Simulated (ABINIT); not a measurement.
A self-consistent single point of Cu (Fm-3m, 1 atom in the cell) with ABINIT.

Method: LDA (PW92), PAW (JTH v2.0 LDA PAW) (plane waves; ABINIT 10.0.3).

```
CELL_PARAMETERS angstrom
      0.00000     1.80500     1.80500
      1.80500     0.00000     1.80500
      1.80500     1.80500     0.00000
ATOMIC_POSITIONS crystal
  Cu 0.00000 0.00000 0.00000
```

Reference input (self-consistent single point, DFT, PBE, plane waves, PAW (JTH v2.0 PBE PAW)): pseudos = [Cu.GGA_PBE-JTH.xml]; ecut = 816 eV; pawecutdg = 1633 eV; pawxcdev = 0; ixc = 11; occopt = 7; tsmear = 0.00734986 Ha; ngkpt = 21 21 21; nshiftk = 1; shiftk = 0 0 0; potentials = JTH v2.0 PBE PAW; nband = 15. This run's input differs from it in these lines:

```diff
@@ -1,4 +1,4 @@
-# Cu, JTH v2.0 PBE PAW
+# Cu, JTH v2.0 LDA PAW
 pp_dirpath "./"
-pseudos "Cu.GGA_PBE-JTH.xml"
+pseudos "Cu.LDA_PW-JTH.xml"
 acell 4.8238197479 4.8238197479 4.8238197479
@@ -16,3 +16,3 @@
 pawxcdev 0
-ixc 11
+ixc 7
 occopt 7
```

Its files differ too (potentials: JTH v2.0 PBE PAW → JTH v2.0 LDA PAW).

Output, abridged:

```
--- !BeginCycle
solver: {iscf: 17, nstep: 80, nline: 4, wfoptalg: 10, }
tolerances: {toldfe: 1.00E-09, }
...

     iter   Etot(hartree)      deltaE(h)  residm     nres2
 ETOT  1  -194.19481833322    -1.942E+02 6.763E+01 3.403E+01
 ETOT  2  -198.49781160466    -4.303E+00 2.923E-01 2.631E+02
 ETOT  3  -198.19669214464     3.011E-01 1.444E-01 4.519E+01
 ETOT  4  -198.11360721238     8.308E-02 1.449E-01 3.026E+00
 ETOT  5  -198.10698479877     6.622E-03 2.723E-02 1.182E+00
   [... 8 lines left out ...]
 ETOT 14  -198.10368081565    -5.350E-09 9.343E-05 6.707E-06
 ETOT 15  -198.10368082092    -5.276E-09 1.213E-04 3.162E-07
 ETOT 16  -198.10368082109    -1.673E-10 3.727E-05 2.582E-09
 ETOT 17  -198.10368082109     2.871E-12 5.394E-05 1.517E-10
 At SCF step   17, etot is converged :
  for the second time, diff in etot=  2.871E-12 < toldfe=  1.000E-09

 Cartesian components of stress tensor (hartree/bohr^3)
  sigma(1 1)=  4.26825650E-04  sigma(3 2)=  0.00000000E+00
  sigma(2 2)=  4.26825650E-04  sigma(3 1)=  0.00000000E+00
  sigma(3 3)=  4.26825650E-04  sigma(2 1)=  0.00000000E+00

 ----iterations are completed or convergence reached----

 reduced coordinates (array xred) for    1 atoms
       0.000000000000      0.000000000000      0.000000000000
 cartesian forces (eV/Angstrom) at end:
    1     -0.00000000000000    -0.00000000000000    -0.00000000000000
 frms,max,avg= 0.0000000E+00 0.0000000E+00   0.000E+00  0.000E+00  0.000E+00 e/A
 length scales=  4.823819747900  4.823819747900  4.823819747900 bohr
   [... lines left out ...]
 Fermi (or HOMO) energy (hartree) =   0.25833   Average Vxc (hartree)=  -0.45002
   [... lines left out ...]
'-kT*entropy'       : -2.60929092662209E-04
total_energy        : -1.98103679596734E+02
total_energy_eV     : -5.39067526958517E+03
...

-Cartesian components of stress tensor (GPa)         [Pressure= -1.2558E+01 GPa]
- sigma(1 1)=  1.25576421E+01  sigma(3 2)=  0.00000000E+00
- sigma(2 2)=  1.25576421E+01  sigma(3 1)=  0.00000000E+00
- sigma(3 3)=  1.25576421E+01  sigma(2 1)=  0.00000000E+00

 Calculation completed.
```

The run converged in 17 iterations. Against the reference run the pressure goes from 1.71 to -12.56 GPa.

The starting cell has typed, rounded lattice constants, without a prior relaxation at this level. Spin polarisation is off. With a pressure of about -13 GPa the cell is away from its equilibrium volume at this level.

Cost on one core of a shared machine: roughly 4 min.
